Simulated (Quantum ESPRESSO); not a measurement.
Input and output of a self-consistent single point for Mg3CdO4 (Pm-3m, 8 atoms in the cell) (Quantum ESPRESSO).

Computed with PBEsol, spin-orbit coupling, PseudoDojo fully relativistic norm-conserving (PBESOL) pseudopotentials (plane waves; Quantum ESPRESSO).

```
CELL_PARAMETERS angstrom
      4.44664     0.00000     0.00000
      0.00000     4.44664     0.00000
      0.00000     0.00000     4.44664
ATOMIC_POSITIONS crystal
  Mg 0.00000 0.50000 0.50000
  Mg 0.50000 0.00000 0.50000
  Mg 0.50000 0.50000 0.00000
  Cd 0.00000 0.00000 0.00000
  O  0.50000 0.00000 0.00000
  O  0.00000 0.50000 0.00000
  O  0.00000 0.00000 0.50000
  O  0.50000 0.50000 0.50000
```

Reference input (self-consistent single point, DFT, PBEsol, plane waves, GBRV 1.5 ultrasoft (PBESOL) pseudopotentials): ecutwfc = 40 Ry; ecutrho = 200 Ry; occupations = fixed; potentials = {Mg: mg_pbesol_v1.4.uspp.F.UPF, Cd: cd_pbesol_v1.uspp.F.UPF, O: o_pbesol_v1.2.uspp.F.UPF}; K_POINTS = automatic 6 6 6 0 0 0; nbnd = 39; conv_thr = 1e-09 Ry. This run's input differs from it in these lines:

```diff
@@ -13,6 +13,7 @@
    ntyp = 3
-   ecutwfc = 40
-   ecutrho = 200
+   ecutwfc = 105
    occupations = 'fixed'
-   nbnd = 39
+   nbnd = 86
+   noncolin = .true.
+   lspinorb = .true.
 /
@@ -22,5 +23,5 @@
 ATOMIC_SPECIES
-Mg    24.3050  mg_pbesol_v1.4.uspp.F.UPF
-Cd   112.4140  cd_pbesol_v1.uspp.F.UPF
-O     15.9990  o_pbesol_v1.2.uspp.F.UPF
+Mg    24.3050  Mg.upf
+Cd   112.4140  Cd.upf
+O     15.9990  O.upf
 CELL_PARAMETERS bohr
```

Log, with long lists cut:

```
     Self-consistent Calculation

     iteration #  1     ecut=   105.00 Ry     beta= 0.70

---- Real-time Memory Report at c_bands before calling an iterative solver
           751 MiB given to the printing process from OS
           724 MiB allocation reported by mallinfo(arena+hblkhd)
------------------

     total energy              =    -837.23805252 Ry
     estimated scf accuracy    <       1.60575014 Ry

     iteration #  2     ecut=   105.00 Ry     beta= 0.70

---- Real-time Memory Report at c_bands before calling an iterative solver
           854 MiB given to the printing process from OS
   [... lines left out ...]

---- Real-time Memory Report at c_bands before calling an iterative solver
           976 MiB given to the printing process from OS
           914 MiB allocation reported by mallinfo(arena+hblkhd)
------------------

     total energy              =    -837.99666020 Ry
     estimated scf accuracy    <          6.4E-09 Ry

     iteration # 11     ecut=   105.00 Ry     beta= 0.70

---- Real-time Memory Report at c_bands before calling an iterative solver
           987 MiB given to the printing process from OS
           914 MiB allocation reported by mallinfo(arena+hblkhd)
------------------
     End of self-consistent calculation

   [... 8 lines left out ...]

   [... 8 lines left out ...]

   [... 8 lines left out ...]

   [... 8 lines left out ...]

     highest occupied, lowest unoccupied level (ev):     9.9259   10.9221

!    total energy              =    -837.99666020 Ry
     estimated scf accuracy    <          1.0E-10 Ry

     convergence has been achieved in  11 iterations

     Forces acting on atoms (cartesian axes, Ry/au):

     atom    1 type  1   force =     0.00000000    0.00000000    0.00000000
   [... zero for the other atoms too ...]

     Total force =     0.000000     Total SCF correction =     0.000000

          total   stress  (Ry/bohr**3)                   (kbar)     P=      -53.06
  -0.00036068   0.00000000   0.00000000          -53.06        0.00        0.00
   0.00000000  -0.00036068   0.00000000            0.00      -53.06        0.00
   0.00000000   0.00000000  -0.00036068            0.00        0.00      -53.06

   JOB DONE.
```

The run converged in 11 iterations. Against the reference run the pressure goes from -4.70 to -5.31 GPa and the gap on the mesh goes from 0.937 to 0.996 eV.

The starting cell comes from a database of computed structures (which also holds hypothetical and non-ambient phases and stackings), without a prior relaxation at this level. With a pressure of about -5 GPa the cell is away from its equilibrium volume at this level.

Cost on one core of a shared machine: roughly 7 min.
